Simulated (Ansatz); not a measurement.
## cubic BaHfO3 (1 1 0) on zinc-blende InAs (1 1 0) (film strained to the substrate, started from cuts of the bulks and a machine-learned relaxation; slabs As6In6 and Ba4Hf4O10, which can lie off the formulas)

A periodic stack without vacuum, cubic BaHfO3 (1 1 0) on zinc-blende InAs (1 1 0) (film strained to the substrate, started from cuts of the bulks and a machine-learned relaxation; slabs As6In6 and Ba4Hf4O10, which can lie off the formulas): substrate slab As6In6, film Ba4Hf4O10, surface cells [[0, -1], [1, -1]] and [[1, 0], [1, 1]], film strained by +4.0 and +4.0 %, outermost planes AsIn/AsIn and BaHfO/BaHfO as cut, which need not be the usual terminations and can put a slab off its formula.

The start was prepared with a machine-learned potential, and the result is one local minimum, with the in-plane cell held and forces under 0.04 eV/Å; the film can end far from its bulk form.

The numbers are results of PBE (plane waves to 420 eV, PAW; Ansatz, an electronic-structure program), not measurements. No spin–orbit coupling; the runs are not spin-polarised; PBE gaps are too small against experiment. Its k-point mesh 7×4×1, Fermi–Dirac width 0.05 eV.

The interface area comes out as 27.1 Å². The period is 26.09 Å, the heights between the nearest atoms of the two slabs at the two interfaces is 1.75 and 1.76 Å and the As–Ba contacts across the interfaces within 1.22 times the sum of covalent radii comes out as 4, mean 3.41 Å. The As–Hf contacts across the interfaces within 1.22 times the sum of covalent radii is 2, mean 2.58 Å and the Ba–In contacts across the interfaces within 1.22 times the sum of covalent radii is 2, mean 3.99 Å.

```
CELL_PARAMETERS angstrom
      4.37383     0.00018    -0.05994
      4.37491     6.18410     0.11099
     -1.78536    -0.86833    26.09877
ATOMIC_POSITIONS crystal
  As 0.97081 0.47831 0.01557
  As 0.43958 0.81691 0.13858
  As 0.44055 0.33481 0.23207
  As 0.47852 0.83601 0.31175
  As 0.56869 0.31844 0.40587
  As 0.23330 0.97367 0.52816
  In 0.70172 0.08625 0.14759
  In 0.53285 0.45769 0.08394
  In 0.72681 0.09211 0.31694
  In 0.68401 0.59065 0.22672
  In 0.72418 0.95622 0.45957
  In 0.82193 0.58590 0.39521
  Ba 0.08654 0.65941 0.59538
  Hf 0.10890 0.15772 0.61723
  O  0.56656 0.17534 0.62189
  Ba 0.69227 0.11338 0.72271
  Hf 0.66485 0.63812 0.71382
  O  0.78630 0.47163 0.64552
  O  0.34286 0.92683 0.67006
  O  0.13980 0.65118 0.71497
  Ba 0.23917 0.61547 0.82120
  Hf 0.21991 0.14021 0.82997
  O  0.45104 0.87471 0.77932
  O  0.94412 0.37441 0.76448
  O  0.69370 0.15345 0.82898
  Ba 0.75317 0.16597 0.94794
  Hf 0.75743 0.66279 0.92690
  O  0.93951 0.43047 0.87386
  O  0.40719 0.97479 0.89795
  O  0.20919 0.68045 0.92229
```
